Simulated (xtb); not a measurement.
xtb 6.7.1, GFN2-xTB: Ti(F)2(Cl)2(OH2) ([OH2]->[Ti]([F])([F])([Cl])[Cl]), 8 atoms. The geometry is a generated start, not checked to be a minimum at this level.

```json
{
  "run_flags": "--grad",
  "method": "GFN2-xTB",
  "--acc": "1 (default)",
  "--etemp (K)": "300 (default)",
  "basis_functions": "44",
  "valence_electrons": "40"
}
```

```xyz
8

Ti     0.3623     0.0933    -0.7373
F      1.7404    -0.4833     0.0697
F     -1.0443    -0.6710    -1.3131
Cl    -0.1405     2.0444    -0.0080
Cl     1.2556     0.6385    -2.6075
O     -0.5566    -0.6612     1.2145
H     -1.5077    -0.5286     1.3390
H     -0.1092    -0.4321     2.0428
```

Charge 0 and multiplicity 1 are set for this test and not shown to be the ground state.

One run each on 1 thread. Values of broydamp tried: 0.02, 0.05, 0.1, 0.2, 0.4 (default), 0.6, 0.8, 1.

Question: How does the count of SCC iterations change with broydamp, and where is it least?

Answer: Fewest SCC iterations, within one of each other: 0.6 with 13, 0.8 with 13, 1 with 14. The count rises to 27 at 0.02. All converge to one solution.

```tsv
broydamp	SCC iterations	end
0.02	27	same solution
0.05	23	same solution
0.1	19	same solution
0.2	18	same solution
0.4 (default)	16	same solution
0.6	13	same solution
0.8	13	same solution
1	14	same solution
```
